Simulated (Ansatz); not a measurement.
**Effective masses and thermopower of MgO under load (space group I4/mmm)**

Consider the following.

```xyz
2
Lattice="0.0000 2.1009 2.1343 2.1009 0.0000 2.1343 2.1009 2.1009 0.0000" Properties=species:S:1:pos:R:3 pbc="T T T"
Mg     0.0000     0.0000     0.0000
O      2.1009     2.1009     2.1343
```

Computed with PBEsol, rigid bands (plane waves, PAW, scalar-relativistic; Ansatz, a program for electronic structure). Condition of this run: uniaxial stress zz = -3 GPa (compression positive) (the target of the relaxation). How the cell was made: cell and atoms relaxed with PBEsol, then loaded as said.

```
Quantity                                                                                                                                                           Value
---------------------------------------------------------------------------------------------------------------------------------------  -------------------------------
band gap                                                                                                                                                         4.53 eV
electron conductivity mass (300 K, dilute)                                                                                               0.35 (x), 0.35 (y), 0.34 (z) mₑ
hole conductivity mass (300 K, dilute)                                                                                                                            2.3 mₑ
effective density of states N_c (300 K)                                                                                                                      4.9e18 cm⁻³
effective density of states N_v (300 K)                                                                                                                      1.5e20 cm⁻³
density-of-states mass, electrons                                                                                                                                0.34 mₑ
density-of-states mass, holes                                                                                                                                     3.2 mₑ
Seebeck coefficient, n-type 1e19 cm⁻³, 300 K                                                                                                                   -171 μV/K
best n-type power factor at 300 K for τ = 10 fs (best axis; densities from 1e16 to 1e21 cm⁻³ tried, whether or not they can be reached)      2.4 μW/(cm·K²) at 3e19 cm⁻³
Seebeck coefficient, p-type 1e19 cm⁻³, 300 K                                                                                                                    493 μV/K
```

Rigid bands; masses and Seebeck coefficients take one relaxation time τ for all states and one kind of carrier; polarons and phonon drag are left out. Spin-orbit coupling is left out.
